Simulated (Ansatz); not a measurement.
# Cu: pressure series

The reference is Cu in the fcc (Cu type) structure (space group Fm-3m, No. 225; a = 3.564 Å).

Cell and atoms are relaxed at each pressure.

Level of theory: PBEsol/PAW in Ansatz (an electronic-structure program), no spin-orbit coupling.

Notes on the quantities. enthalpy: H = E + PV relative to the base's energy.

```csv
change,volume per atom,enthalpy
base,11.32 Å³,–
pressure −2 GPa,11.45 Å³,-0.14 eV/atom
pressure −1 GPa,11.38 Å³,-0.07 eV/atom
pressure 0.9 GPa,11.26 Å³,+0.06 eV/atom
pressure 2.1 GPa,11.18 Å³,+0.15 eV/atom
pressure 4.5 GPa,11.03 Å³,+0.31 eV/atom
pressure 9 GPa,10.79 Å³,+0.62 eV/atom
pressure 15 GPa,10.51 Å³,+1.02 eV/atom
pressure 22.5 GPa,10.20 Å³,+1.50 eV/atom
pressure 30 GPa,9.94 Å³,+1.98 eV/atom
```

Load acts through the strain it causes; cell and atoms are relaxed under it. Whether these cells are dynamically stable was not tested. No other phases were tried under pressure. The final runs are not spin-polarised.
